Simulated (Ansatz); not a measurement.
Take Cs in the bcc (W type) structure (space group Im-3m, No. 229; a = 6.275 Å) as the base.

All numbers come from r2SCAN (Ansatz, a first-principles code, PAW, scalar-relativistic without spin-orbit coupling), earlier PAW set.

For the base:

Volume per atom: 123.52 Å³

It is then changed as follows: Rb takes the place of Cs on all its sites; the structure is relaxed again.

Tabulated Pauling electronegativity and covalent radius: Cs 0.79, 2.44 Å; Rb 0.82, 2.20 Å.

Problem. What happens to the volume per atom?

Solution. The volume per atom shrinks by 28.81 Å³ (123.52 Å³ → 94.71 Å³).

No phonon test of stability was made. The final runs are not spin-polarised.
